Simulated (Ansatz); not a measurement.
# Short convergence ladders for CdInS2 (P3m1, 4 atoms in the cell)

```xyz
4
Lattice="3.8811 0.0000 0.0000 -1.9406 3.3611 0.0000 0.0000 0.0000 6.8310" Properties=species:S:1:pos:R:3 pbc="T T T"
Cd     0.0000     0.0000     0.0500
In     0.0000     0.0000     3.4155
S      1.9406     1.1204     5.1577
S      0.0000     2.2408     1.6732
```

Base method: LDA (PW92), default PAW files made with PBE (plane waves; Ansatz, a first-principles code).

Base settings: basis.ecutwfc = 30.9 Ry; kpoints.mp_grid.grid = 8 8 4; hamiltonian.xc = lda; hamiltonian.pseudopotentials = {kind: paw} (the program's default PAW files); scf.occupations.method = fermi_dirac; scf.occupations.width = 0.0073 Ry.

The count of work is k-points × plane waves × bands × iterations; it is no time. Core times come from one kind of shared machine, to one figure; runs under 30 s give none.

**The cutoff for other potential files**

Level: DFT, LDA (PW92), plane waves, harder PAW files (source: ansatz) made with PBE.

In this ladder: hamiltonian.pseudopotentials = {kind: paw, source: ansatz}.

The second cell is the first with its lattice scaled by 0.98.

The mesh stays at the base's, so the ladder's end is converged at best in this setting alone.

The first pressure column holds Ansatz's estimate of the finite-basis (Pulay) stress, which hides part of the cutoff error; the other is without it.

Only quantities that move along the ladder and can be compared are tabulated.

| basis.ecutwfc | free energy less the last step's (meV/atom) | energy of the compressed cell less the first (meV/atom) | pressure (GPa) | pressure without the Pulay estimate (GPa) | largest difference of a force vector from the last step's (eV/Å) | count of work / last |
|---|---|---|---|---|---|---|
| 23.5 Ry | 4547.71 | -17.49 | -6.87 | -169.95 | 0.052 | 0.096 |
| 28.7 Ry | 848.30 | -35.88 | -6.25 | -44.55 | 0.012 | 0.13 |
| 36.4 Ry | 60.92 | -36.76 | -6.12 | -9.96 | 0.002 | 0.21 |
| 44.5 Ry | 3.06 | -36.47 | -6.10 | -6.32 | 0.000 | 0.28 |
| 52.2 Ry | 0.67 | -36.46 | -6.10 | -6.12 | 0.000 | 0.36 |
| 62.5 Ry | 0.27 | -36.46 | -6.10 | -6.11 | 0.000 | 0.47 |
| 78.3 Ry | 0.13 | -36.46 | -6.10 | -6.10 | 0.000 | 0.65 |
| 104.4 Ry | 0.00 | -36.46 | -6.10 | -6.10 | 0.000 | 1.0 |

Coarsest basis.ecutwfc that holds the forces within 0.02 eV/Å of the last step, with all finer ones: 28.7 Ry, at 0.13 of the last step's count of work; the step before is off by 0.052 eV/Å.

Coarsest basis.ecutwfc that holds the pressure within 0.05 GPa of the last step, with all finer ones: 36.4 Ry, at 0.21 of the last step's count of work; the step before is off by 0.15 GPa.

Coarsest basis.ecutwfc that holds the free energy within 2 meV/atom of the last step, with all finer ones: 52.2 Ry, at 0.36 of the last step's count of work; the step before is off by 3.1 meV/atom.

The energy difference between the two cells stays within 1 meV/atom of the last step's from 28.7 Ry on, the total only from 52.2 Ry on: much of the error is common to both cells and cancels.

At the lowest cutoff the pressure without the Pulay estimate lies 164 GPa under the last step's, the usual sign of Pulay stress in an incomplete plane-wave basis.

**The relaxed cell against the cutoff**

On CdInS2 (P-3m1, 4 atoms in the cell): atoms on their sites.

In this ladder: relax = cell and atoms.

The mesh stays at the base's, so the ladder's end is converged at best in this setting alone.

Only quantities that move along the ladder and can be compared are tabulated.

| basis.ecutwfc | relaxed volume (Å³/atom) | relaxation steps | core time / last (rough) |
|---|---|---|---|
| 15.4 Ry | 19.978 | 90 | 2 |
| 18.4 Ry | 20.283 | 34 | 1 |
| 21.7 Ry | 20.227 | 14 | 0.6 |
| 26.1 Ry | 20.220 | 8 | – |
| 30.9 Ry | 20.213 | 6 | – |
| 37.1 Ry | 20.212 | 6 | 0.5 |
| 46.3 Ry | 20.213 | 6 | 0.7 |
| 61.7 Ry | 20.212 | 6 | 1 |

Coarsest basis.ecutwfc that holds the relaxed volume within 0.04 Å³/atom of the last step, with all finer ones: 21.7 Ry; the step before is off by 0.071 Å³/atom.

At the lowest cutoff the cell relaxes to a volume 1.2 % smaller than at the highest. Ansatz relaxes on a stress corrected for the finite basis.

On the base run: the starting cell comes from a database of computed structures (which also holds hypothetical and non-ambient phases and stackings), without a prior relaxation at this level. Its lattice was rescaled by up to half a per cent. One atom was moved a little off its site on purpose.

Keys are those of Ansatz 0.2.
